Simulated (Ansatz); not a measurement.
A working Ansatz (a quantum-chemistry and plane-wave program) input for Pd (Fm-3m, 1 atom in the cell) (DFT, PBEsol, plane waves, default PAW files made with PBE):

Ansatz 0.2 input:
```yaml
# Pd
crystal:
  lattice:
    - [0.000000, 1.958650, 1.958650]
    - [1.958650, 0.000000, 1.958650]
    - [1.958650, 1.958650, 0.000000]
  atoms:
    - { symbol: Pd, position_ang: [0.000000, 0.000000, 0.000000], spin: 1.0 }
kpoints:
  mp_grid: { grid: [19, 19, 19] }
hamiltonian:
  xc: pbesol
  pseudopotentials: { kind: paw }
magnetization:
  spin_polarized: true
scf:
  occupations: { method: fermi_dirac, width: 0.136 eV }
output:
  forces: true
  eigenvalues: true
  stress: true
```

The run converged in 11 iterations: free energy E − TS (on the zero of these files) -6906.6979 eV; Fermi level (on the code's own zero) 19.21 eV; pressure -5.37 GPa; size of the cell's spin moment 0.00 μB. Each of these slips is then made, one at a time:

(1)
```diff
-    - { symbol: Pd, position_ang: [0.000000, 0.000000, 0.000000], spin: 1.0 }
+    - { symbol: Pd2+, position_ang: [0.000000, 0.000000, 0.000000], spin: 1.0 }
```

(2)
```diff
-    - [1.958650, 1.958650, 0.000000]
+    - [1.958650, 1.958650, 3.917300]
```

### Question
What happens in each case?

### Answer

(1) A mistyped element symbol. The program stopped before any SCF iteration.
```
Error: YAML parse error: error: line 8 column 17: `Pd2+` is not an element symbol (H … Og, case-exact)
  --> <input>:8:17
   |
 6 |     - [1.958650, 1.958650, 0.000000]
 7 |   atoms:
 8 |     - { symbol: Pd2+, position_ang: [0.000000, 0.000000, 0.000000], spin: 1.0 }
   |                 ^ `Pd2+` is not an element symbol (H … Og, case-exact)
 9 | k [...]
```

(2) Linearly dependent lattice vectors. The program stopped before any SCF iteration, with the message: Error: invalid value for `crystal.lattice`: the lattice is degenerate (Ω = 0 Å³): its volume is under 1e-10 Å³.

The starting cell comes from a database of computed structures (which also holds hypothetical and non-ambient phases and stackings), without a prior relaxation at this level. The starting moments vanished: the run ended non-magnetic. The program warned that a starting moment was not kept. In the base run, with a pressure of about -5 GPa the cell is away from its equilibrium volume at this level. Ansatz's pressure includes its estimate of the finite-basis (Pulay) stress.

Left out of this page: 3 runs of the series outside the window shown, repeating another row's setting, or not comparable.
